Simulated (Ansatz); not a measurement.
The reference is Ag in the fcc (Cu type) structure (space group Fm-3m, No. 225; a = 4.104 Å; relaxed with 0.1 eV smearing). Axes: x, y, z lie along the cube axes.

The values are results of r2SCAN/PAW in Ansatz (a program for electronic structure), spin-orbit coupling left out, not measurements.

Base values:

Volume per atom: 17.28 Å³

It is then changed as follows: biaxial strain −0.50 %, plane normal [001], relaxed out of plane (Cartesian); in-plane vectors clamped, the third vector and the atoms free.

### Question
What happens to the in-plane stress and volume per atom?

### Answer
The mean in-plane stress (compression positive) comes out as +0.4 GPa; the volume per atom drops by 0.046 Å³, from 17.28 Å³ to 17.24 Å³.

Stability against distortions was not tested.
